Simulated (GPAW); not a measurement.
Band structure of BaSn (Cmcm, 4 atoms in the cell).

```
CELL_PARAMETERS angstrom
      2.68307    -6.36291     0.00000
      2.68307     6.36291     0.00000
      0.00000     0.00000     4.71514
ATOMIC_POSITIONS crystal
  Ba 0.13558 0.86442 0.25000
  Ba 0.86442 0.13558 0.75000
  Sn 0.42794 0.57206 0.25000
  Sn 0.57206 0.42794 0.75000
```

Method: PBEsol, GPAW PAW datasets PBEsol (made by gpaw-setup) (plane waves; GPAW).

Settings: mode = pw; ecut = 550 eV; xc = PBEsol; kpts = 5 5 5; mesh shift (steps) = 0 0 0; occupations.name = fermi-dirac; occupations.width = 0.05 eV; nbands = -8; convergence.forces = 0.001 eV/Å; symmetry.symmorphic = false; symmetry.tolerance = 0.0005; maxiter = 100; bandpath_npoints = 40.

The starting cell comes from a database of computed structures (which also holds hypothetical and non-ambient phases and stackings), without a prior relaxation at this level.

Levels in eV from the Fermi level, bands 21 to 28:
```csv
point,21,22,23,24,25,26,27,28
Γ,-1.54,-1.41,-1.09,-0.29,0.80,1.09,1.75,1.81
X,-2.57,-1.61,-1.11,-0.99,0.57,1.18,1.26,2.04
S,-2.61,-1.61,-1.47,-0.91,0.89,0.99,1.54,2.43
R,-1.96,-1.96,-0.96,-0.96,0.38,0.38,2.91,2.91
A,-2.15,-2.15,-0.85,-0.85,0.55,0.55,2.25,2.25
Z,-2.03,-2.03,-1.26,-1.26,0.08,0.08,2.37,2.37
Y,-1.23,-1.21,-1.00,-0.45,0.01,1.54,1.61,1.64
X1,-2.57,-1.61,-1.11,-0.99,0.57,1.18,1.26,2.04
A1,-2.15,-2.15,-0.85,-0.85,0.55,0.55,2.25,2.25
T,-2.57,-2.57,-0.94,-0.94,0.77,0.77,2.00,2.00
```

Bands cross the Fermi level along this path, so the cell is metallic at this level.
